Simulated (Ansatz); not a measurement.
## Mo3Os: pressure series

Take Mo3Os in the A15 (Cr3Si type) structure (space group Pm-3n, No. 223; a = 4.943 Å) as the base.

Cell and atoms are relaxed at each pressure.

Level of theory: Kohn–Sham DFT with the PBEsol functional, run in Ansatz (a first-principles code) with PAW and 420 eV plane waves, without spin-orbit coupling.

Notes on the quantities. enthalpy: H = E + PV relative to the base's energy.

```csv
variant,enthalpy,density
base,–,13.15 g/cm³
pressure 0.3 GPa,+0.03 eV/atom,13.16 g/cm³
pressure 0.7 GPa,+0.07 eV/atom,13.18 g/cm³
pressure 1.5 GPa,+0.14 eV/atom,13.21 g/cm³
pressure 3 GPa,+0.28 eV/atom,13.27 g/cm³
```

Load acts through the strain it causes; cell and atoms are relaxed under it. Stability against distortions was not tested. The final runs are not spin-polarised.
